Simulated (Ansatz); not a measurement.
Input and output of a self-consistent single point for CaAlSiH (P3m1, 4 atoms in the cell) (Ansatz, a program for electronic structure).

Level of theory: PBEsol, default PAW files made with PBE (plane waves; Ansatz).

The change in words: lattice scaled by 0.98; kpoints.mp_grid.grid: 7 7 5 → 6 6 5. Reference geometry:
```yaml
crystal:
  lattice:
    - [4.13085, 0.00000, 0.00000]
    - [-2.06542, 3.57742, 0.00000]
    - [0.00000, 0.00000, 4.68414]
  atoms:
    - { symbol: Ca, position: [0.00000, 0.00000, 0.01059] }
    - { symbol: Al, position: [0.66667, 0.33333, 0.45711] }
    - { symbol: Si, position: [0.33333, 0.66667, 0.56589] }
    - { symbol: H, position: [0.66667, 0.33333, 0.08378] }
```

Reference input (self-consistent single point, DFT, PBEsol, plane waves, default PAW files made with PBE): basis.ecutwfc = 420 eV; kpoints.mp_grid.grid = 7 7 5; hamiltonian.xc = pbesol; hamiltonian.pseudopotentials = {kind: paw} (the program's default PAW files); scf.occupations.method = fermi_dirac; scf.occupations.width = 0.01 eV. This run's input differs from it in these lines:

Ansatz 0.2 input:
```diff
@@ -3,5 +3,5 @@
   lattice:
-    - [4.13085000, 0.00000000, 0.00000000]
-    - [-2.06542500, 3.57742100, 0.00000000]
-    - [0.00000000, 0.00000000, 4.68413500]
+    - [4.04823300, 0.00000000, 0.00000000]
+    - [-2.02411600, 3.50587300, 0.00000000]
+    - [0.00000000, 0.00000000, 4.59045200]
   atoms:
@@ -15,3 +15,3 @@
   mp_grid:
-    grid: [7, 7, 5]
+    grid: [6, 6, 5]
 hamiltonian:
```

Log, with long lists cut:

```
SCF iter   1: F=—  HF=-2957.047293 eV  |F-HF|=—  |Δ(HF+E_count)|=         —  Δρ=4.95e-3  dr2=1.68e-2  ethr=1.77e-3  ⟨swp⟩=7.3  Hψ=2548  notcnv=0
all-band conjugate gradients solve this SCF's bands
preconditioner: auto → none
SCF iter   2: F=—  HF=-2957.042236 eV  |F-HF|=—  |Δ(HF+E_count)|=   5.06e-3  Δρ=1.74e-3  dr2=1.77e-3  ethr=9.34e-5  ⟨swp⟩=2.9  Hψ=806  notcnv=0
SCF iter   3: F=—  HF=-2957.041875 eV  |F-HF|=—  |Δ(HF+E_count)|=   3.61e-4  Δρ=2.80e-4  dr2=5.79e-5  ethr=9.84e-6  ⟨swp⟩=2.0  Hψ=571  notcnv=0
SCF iter   4: F=—  HF=-2957.041894 eV  |F-HF|=—  |Δ(HF+E_count)|=   1.89e-5  Δρ=1.19e-4  dr2=1.59e-5  ethr=3.22e-7  ⟨swp⟩=2.1  Hψ=616  notcnv=0
SCF iter   5: F=—  HF=-2957.041891 eV  |F-HF|=—  |Δ(HF+E_count)|=   3.76e-6  Δρ=1.97e-5  dr2=2.58e-7  ethr=8.84e-8  ⟨swp⟩=2.5  Hψ=514  notcnv=0
SCF iter   6: F=-2957.041891 eV  HF=-2957.041891 eV  |F-HF|=2.43e-9  |Δ(HF+E_count)|=   2.64e-8  Δρ=6.41e-6  dr2=1.98e-8  ethr=5.56e-10  ⟨swp⟩=5.0  Hψ=1686  notcnv=0
SCF 1 converged in 6 iterations: F = -2957.041891 eV  dr2 = 1.98e-8
Free energy (F): -2957.041891 eV
Internal energy: -2957.041891 eV  (E = F + TS)
E sigma→0 (E₀):  -2957.041891 eV
Fermi energy:    7.547551 eV
--- Forces (eV/Å), atoms counted from 1 ---
  atom   1  Ca     0.00000000    -0.00000000    -0.14143061
  atom   2  Al     0.00000000    -0.00000000     0.28606894
  atom   3  Si    -0.00000000     0.00000000     0.13273155
  atom   4  H      0.00000000     0.00000000    -0.27740979
--- Stress (GPa, compression-positive) ---
        3.963879      -0.000000       0.000000
       -0.000000       3.963879      -0.000000
        0.000000      -0.000000       1.299188
  P = ⅓ Tr σ = 3.0756 GPa (30.756 kbar)
  The stress holds the Pulay correction. Without it, at fixed plane waves, as pw.x and ABINIT print it: P = 3.0253 GPa
```

The run converged in 6 iterations. Against the reference run the free energy goes up by 6.7 meV/atom, the pressure goes from -1.22 to 3.08 GPa, the largest force goes from 0.181 to 0.286 eV/Å and the gap on the mesh goes from 0.529 to 0.560 eV.

The starting cell comes from a database of computed structures (which also holds hypothetical and non-ambient phases and stackings), without a prior relaxation at this level. Its lattice was rescaled by up to half a per cent. One atom was moved a little off its site on purpose. For this run, on top of that: lattice scaled by 0.98. With a pressure of about 3 GPa the cell is away from its equilibrium volume at this level. Ansatz's pressure includes its estimate of the finite-basis (Pulay) stress. Another mesh or the band path of this cell gives a smaller gap, so this value is not converged in the mesh.
